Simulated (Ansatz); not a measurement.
# AlSiCN (P3m1, No. 156, 4 atoms in the cell; start mp-1227998)

Method: LDA in Ansatz (PAW).

Run with plane-wave cutoff 520 eV, 12×12×8 k mesh (along the axes of the cell as run), Fermi–Dirac smearing 0.01 eV, scalar-relativistic PAW data made under PBE.

Cell (relaxed at this level):

```xyz
4
Lattice="3.0719 0.0000 0.0000 -1.5360 2.6603 0.0000 0.0000 0.0000 4.9909" Properties=species:S:1:pos:R:3 pbc="T T T"
Al     0.0000     1.7736     2.5308
Si     1.5360     0.8868     4.9782
C      0.0000     1.7736     0.5419
N      1.5360     0.8868     3.1786
```

For AlSiCN (P3m1, No. 156, 4 atoms in the cell; start mp-1227998), the band gap is 3.27 eV (indirect). The smallest direct gap on the k points sampled is 4.31 eV.

Static lattice: no zero-point or thermal effects.

A start named mp-… is a Materials Project structure, which need not be a measured phase.

Ansatz is a quantum-chemistry and plane-wave program.
